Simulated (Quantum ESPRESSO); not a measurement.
Input and output of a self-consistent single point for LaGePd (C2/m, 6 atoms in the cell) (Quantum ESPRESSO).

Method of the run: LDA (PZ), GBRV 1.5 ultrasoft (LDA) pseudopotentials (plane waves; Quantum ESPRESSO).

```yaml
crystal:
  lattice:
    - [5.27341, -2.28443, 0.00000]
    - [5.27341, 2.28443, 0.00000]
    - [-5.27110, 0.00000, 5.57818]
  atoms:
    - { symbol: La, position: [0.46648, 0.46648, 0.70601] }
    - { symbol: La, position: [0.53352, 0.53352, 0.29399] }
    - { symbol: Ge, position: [0.16075, 0.16075, 0.11074] }
    - { symbol: Ge, position: [0.83925, 0.83925, 0.88926] }
    - { symbol: Pd, position: [0.81438, 0.81438, 0.27811] }
    - { symbol: Pd, position: [0.18562, 0.18562, 0.72189] }
```

Reference input (self-consistent single point, DFT, PBEsol, plane waves, GBRV 1.5 ultrasoft (PBESOL) pseudopotentials): ecutwfc = 50 Ry; ecutrho = 400 Ry; occupations = smearing; smearing = gaussian; degauss = 0.0099958 Ry; K_POINTS = automatic 5 5 3 0 0 0; conv_thr = 1e-10 Ry. This run's input differs from it in these lines:

```diff
@@ -22,5 +22,5 @@
 ATOMIC_SPECIES
-La   138.9055  la_pbesol_v1.uspp.F.UPF
-Ge    72.6300  ge_pbesol_v1.4.uspp.F.UPF
-Pd   106.4200  pd_pbesol_v1.4.uspp.F.UPF
+La   138.9055  la_lda_v1.uspp.F.UPF
+Ge    72.6300  ge_lda_v1.4.uspp.F.UPF
+Pd   106.4200  pd_lda_v1.4.uspp.F.UPF
 CELL_PARAMETERS {angstrom}
```

Log, with long lists cut:

```
     Self-consistent Calculation

     iteration #  1     ecut=    50.00 Ry     beta= 0.70

     negative rho (up, down):  1.841E-01 0.000E+00

     total energy              =   -1022.25241236 Ry
     estimated scf accuracy    <       8.53905178 Ry

     iteration #  2     ecut=    50.00 Ry     beta= 0.70

     negative rho (up, down):  2.134E-01 0.000E+00

     total energy              =   -1027.09749658 Ry
     estimated scf accuracy    <      24.16909117 Ry

     iteration #  3     ecut=    50.00 Ry     beta= 0.70

     negative rho (up, down):  2.340E-01 0.000E+00

     total energy              =   -1028.57724471 Ry
     estimated scf accuracy    <       3.15948615 Ry

   [... 12 blocks of this kind left out ...]

     iteration # 16     ecut=    50.00 Ry     beta= 0.70

     negative rho (up, down):  2.766E-01 0.000E+00

     total energy              =   -1028.57638567 Ry
     estimated scf accuracy    <          1.5E-10 Ry

     iteration # 17     ecut=    50.00 Ry     beta= 0.70

     negative rho (up, down):  2.766E-01 0.000E+00
     End of self-consistent calculation

     the Fermi energy is    13.0657 ev

!    total energy              =   -1028.57638567 Ry
     estimated scf accuracy    <          6.0E-11 Ry
     smearing contrib. (-TS)   =      -0.00225270 Ry
     internal energy E=F+TS    =   -1028.57413297 Ry

     convergence has been achieved in  17 iterations

     negative rho (up, down):  2.766E-01 0.000E+00

     Forces acting on atoms (cartesian axes, Ry/au):

     atom    1 type  1   force =     0.00407832    0.00000000    0.00240672
     atom    2 type  1   force =    -0.00407832    0.00000000   -0.00240672
     atom    3 type  2   force =     0.00132024    0.00000000    0.00170376
     atom    4 type  2   force =    -0.00132024    0.00000000   -0.00170376
     atom    5 type  3   force =    -0.00323215    0.00000000    0.00229714
   [... lines left out ...]
     Total force =     0.009251     Total SCF correction =     0.000008
   [... lines left out ...]

     negative rho (up, down):  2.766E-01 0.000E+00
          total   stress  (Ry/bohr**3)                   (kbar)     P=      -61.99
  -0.00039438   0.00000000  -0.00004869          -58.02        0.00       -7.16
   0.00000000  -0.00047996   0.00000000            0.00      -70.60        0.00
  -0.00004869   0.00000000  -0.00038994           -7.16        0.00      -57.36

   JOB DONE.
```

The run converged in 17 iterations. Against the reference run the pressure goes from -3.72 to -6.20 GPa and the largest force goes from 0.076 to 0.122 eV/Å. The full log also holds: “c_bands:  3 eigenvalues not converged”.

The starting cell comes from a database of computed structures (which also holds hypothetical and non-ambient phases and stackings), without a prior relaxation at this level. Spin polarisation is off. With a pressure of about -6 GPa the cell is away from its equilibrium volume at this level.

Cost on one core of a shared machine: roughly 5 min.
